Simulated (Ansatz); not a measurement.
Several settings converged on HgTe (F-43m, 2 atoms in the cell)

```yaml
crystal:
  lattice:
    - [0.00000, 3.21385, 3.21385]
    - [3.21385, 0.00000, 3.21385]
    - [3.21385, 3.21385, 0.00000]
  atoms:
    - { symbol: Hg, position: [0.00000, 0.00000, 0.00000] }
    - { symbol: Te, position: [0.25000, 0.25000, 0.25000] }
```

Base method: PBEsol, default PAW files made with PBE (plane waves; Ansatz, a quantum-chemistry and plane-wave program).

Base settings: basis.ecutwfc = 420 eV; kpoints.mp_grid.grid = 7 7 7; hamiltonian.xc = pbesol; hamiltonian.pseudopotentials = {kind: paw} (the program's default PAW files); scf.occupations.method = fermi_dirac; scf.occupations.width = 0.01 eV.

The count of work is k-points × plane waves × bands × iterations; it is no time. 

**Zone-centre phonons against the mesh**

In this ladder: phonons.method = dfpt.

Frequencies are those of the unrelaxed cell, without the LO-TO term of polar crystals.

Only quantities that move along the ladder and can be compared are tabulated.

```csv
kpoints.mp_grid.grid,highest zone-centre frequency (cm⁻¹)
3 3 3,114.9
4 4 4,116.1
5 5 5,117.2
6 6 6,117.8
9 9 9,118.5
11 11 11,118.6
13 13 13,118.7
16 16 16,118.7
20 20 20,118.7
```

Coarsest kpoints.mp_grid.grid that holds the highest zone-centre frequency within 1 cm⁻¹ of the last step, with all finer ones: 6 6 6; the step before is off by 1.5 cm⁻¹.

**The size of a vacancy's supercell**

On HgTe (F-43m, 4 atoms in the cell), and larger cells.

Steps: 2 x 1 x 1 supercell, one Te atom taken out, nothing relaxed; 2 x 2 x 1 supercell, one Te atom taken out, nothing relaxed; and so on, with the mesh thinned in proportion.

Only quantities that move along the ladder and can be compared are tabulated.

```tsv
atoms	energy of the cell with the vacancy less the whole one (holds the removed atom on the program's zero: only its change counts) (eV)	count of work / last
4	6903.111	0.100
8	6903.580	0.24
16	6903.571	0.24
24	6903.892	1.0
```

Smallest size that holds the energy of the cell with the vacancy less the whole one (holds the removed atom on the program's zero: only its change counts) within 0.1 eV: not settled: the last two steps still differ by 0.32 eV, over half the tolerance, so the ladder does not show it.

On the base run: the starting cell has typed, rounded lattice constants, without a prior relaxation at this level. Its lattice was rescaled by up to half a per cent. The run gives no clean gap (levels at the Fermi energy touch, overlap or are partly filled at this smearing), which alone does not show that the compound is a metal.

Left out of this page: 1 run of the series stopped by limits of time or memory.

Keys are those of Ansatz 0.2.
